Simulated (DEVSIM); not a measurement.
System: abrupt In0.53Ga0.47As p-n junction, at 350 K.

Layer 1 from the left is In0.53Ga0.47As, thickness (μm) 0.310, Na (cm⁻³) 3.1e16, τn (s) 2.4e-9, τp (s) 2.4e-9. Layer 2 from the left is In0.53Ga0.47As, thickness (μm) 1.50, Nd (cm⁻³) 6.4e14, τn (s) 2.4e-9, τp (s) 2.4e-9.

Left contact: ohmic. Right contact: ohmic. Voltage is applied to the left contact. Recombination: SRH at mid-gap, Auger. Mobility is constant in doping.

The device is made up for the run: typed textbook-type constants, with dimensions and the other settings drawn at random. Values at 300 K; Nc and Nv go as T^1.5, mobilities as T to minus their exponent, the gap by Varshni's rule with the affinity fixed.

In0.53Ga0.47As: gap (eV) 0.74, affinity (eV) 4.51, permittivity 13.9, Nc (cm⁻³) 2.1e17, Nv (cm⁻³) 7.7e18, μn (cm²/Vs) 12000, μp (cm²/Vs) 300, T exponent of μn 1.6, T exponent of μp 1.6, Cn (cm⁶/s) 5e-29, Cp (cm⁶/s) 5e-29, Varshni α (eV/K) 0.00035, Varshni β (K) 190.

DEVSIM, 1D drift-diffusion, Boltzmann statistics, complete ionisation; no tunnelling, impact ionisation, image-force lowering or self-heating.

**Question.** What does the simulation give for the dark forward voltage at 100 A/cm², the largest field in the device at zero bias, the dark forward voltage at 1 A/cm², the potential step across the device at zero bias?

**Answer.** dark forward voltage at 100 A/cm² 0.305 V; largest field in the device at zero bias 11000 V/cm; dark forward voltage at 1 A/cm² 0.148 V; potential step across the device at zero bias 0.370 V.
